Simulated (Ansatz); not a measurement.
Ca₂C (model structure, started from the fluorite type, Fm-3m, No. 225, 3 atoms in the cell) was calculated with PBEsol (Ansatz, a quantum-chemistry and plane-wave program, plane waves, PAW).

Run with plane-wave cutoff 520 eV, 16×16×16 k mesh, Fermi–Dirac smearing 0.05 eV, scalar-relativistic PAW data made under PBE.

Cell (relaxed with PBEsol):

```xyz
3
Lattice="0.0000 3.1023 3.1023 3.1023 0.0000 3.1023 3.1023 3.1023 0.0000" Properties=species:S:1:pos:R:3 pbc="T T T"
C      0.0000     0.0000     0.0000
Ca     1.5511     1.5511     1.5511
Ca     4.6534     4.6534     4.6534
```

Question: Estimate the band gap and direct gap at Γ that the calculation returns.

Answer: 
band gap: 0.16 eV (on the SCF k mesh)
direct gap at Γ: 2.01 eV

Note: the relaxation could raise the start's symmetry but not lower it, so the cell can be a saddle point.

Computed values are for the static lattice.

A model structure was made by putting elements into a prototype or built by hand; it is no filed structure, need not be a known phase, and can be a saddle point held by its symmetry.
